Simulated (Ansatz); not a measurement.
Ta, pressure series

The parent structure is Ta in the bcc (W type) structure (space group Im-3m, No. 229).

```xyz
1
Lattice="-1.6526 1.6526 1.6526 1.6526 -1.6526 1.6526 1.6526 1.6526 -1.6526" Properties=species:S:1:pos:R:3 pbc="T T T"
Ta     0.0000     0.0000     0.0000
```

Cell and atoms are relaxed at each pressure.

All numbers come from r2SCAN (Ansatz, a quantum-chemistry and plane-wave program), no spin-orbit coupling, earlier PAW set.

```tsv
P (GPa)	V (Å³/atom)
-2.00	18.233
-1.00	18.141
1.80	17.896
4.20	17.698
8.99	17.332
18.00	16.722
30.00	16.036
45.00	15.316
60.00	14.707
```

Fit a third-order Birch–Murnaghan equation of state.

Least squares on P(V) = (3B₀/2)[(V₀/V)^(7/3) − (V₀/V)^(5/3)]·[1 + (3/4)(B₀′ − 4)((V₀/V)^(2/3) − 1)] gives V₀ = 18.05 Å³/atom, B₀ = 207 GPa and B₀′ = 3.5.

Measured bulk modulus of Ta: 198 GPa (static lattice; corrected from measurement; as listed in H. Levämäki et al., Physical Review B (2014)); the computed value is 4 % above it.

Load acts through the strain it causes; cell and atoms are relaxed under it. Whether these cells are dynamically stable was not tested. Competing high-pressure phases were not computed. The final runs are not spin-polarised.
